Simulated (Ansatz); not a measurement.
Structures of equal composition on the (0001) surface of wurtzite ZnO (Zn plane on top): 2x2 Zn adatom at H3; 2x2 Zn adatom at T1; 2x2 Zn adatom at T4. The slabs share one bottom face, and each structure is named by its start. These are constructed structures in small cells; real faces may alloy, dewet or reconstruct in larger ones, and not all known structures of the face are among them. Slabs of about 14 Å with all that they carry, Fermi-Dirac smearing of 0.025 eV. Bottom of the slabs: H caps. Relaxed from the named starts with such symmetry as they have, on meshes of like density; energies extrapolated to zero smearing; no spin-orbit coupling, no U. Spin-polarised runs, if any, are marked in brackets, and their order is one that fits the cell; the others ran without spin. Where a second, spin-polarised start was run, the lower counts.

Host crystal: wurtzite ZnO, with a band gap (PBE, scalar-relativistic without spin-orbit coupling).

Computed with r2SCAN, at the PBE geometry (plane waves to 500 eV, PAW; Ansatz, a first-principles code).

Problem. Put the candidates in order of energy per 1x1 cell, lowest first, for r2SCAN, at the PBE geometry.

Solution. 2x2 Zn adatom at H3 (0.000 eV, a narrow gap of 0.15 eV by band count), 2x2 Zn adatom at T4 (0.014 eV, a narrow gap of 0.13 eV by band count), 2x2 Zn adatom at T1 (0.038 eV, no gap over 0.04 eV on the mesh)
